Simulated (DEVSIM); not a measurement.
System: abrupt Si n-p junction, at 300 K.

```csv
layer (left to right),material,thickness (μm),Nd (cm⁻³),Na (cm⁻³),τn (s),τp (s)
1,Si,17.0,2.9e15,-,1.2e-7,1.2e-7
2,Si,31.0,-,5.1e16,1.2e-7,1.2e-7
```

Left contact: ohmic. Right contact: ohmic. Voltage is applied to the left contact. Recombination: SRH at mid-gap, Auger. Mobility is constant in doping.

Constants are typed, rounded textbook-type inputs, not results; the design itself was drawn at random and stands for no fabricated device. Values at 300 K; Nc and Nv go as T^1.5, mobilities as T to minus their exponent, the gap by Varshni's rule with the affinity fixed.

```
parameter               Si
----------------  --------
gap (eV)             1.124
affinity (eV)         4.05
permittivity          11.7
Nc (cm⁻³)          2.86e19
Nv (cm⁻³)           3.1e19
μn (cm²/Vs)           1417
μp (cm²/Vs)            470
T exponent of μn       2.3
T exponent of μp       2.2
Cn (cm⁶/s)         2.8e-31
Cp (cm⁶/s)         9.9e-32
Varshni α (eV/K)  0.000473
Varshni β (K)          636
```

Simulated with DEVSIM: 1D drift-diffusion, Boltzmann statistics, complete ionisation; no tunnelling, impact ionisation, image-force lowering or self-heating.

The temperature was swept, all else fixed.

```csv
temperature (K),dark forward voltage at 100 A/cm² (V),dark forward voltage at 1 A/cm² (V),potential step across the device at zero bias (V),largest field in the device at zero bias (V/cm)
250,0.893,0.713,0.812,26000
300,0.840,0.606,0.721,25000
350,0.790,0.496,0.626,23000
400,0.744,0.386,0.529,22000
450,…,…,0.429,21000
500,0.668,0.161,0.327,20000
```

Task: Complete the blanks.

Result: 
- 450, dark forward voltage at 100 A/cm² (V): 0.704
- 450, dark forward voltage at 1 A/cm² (V): 0.273
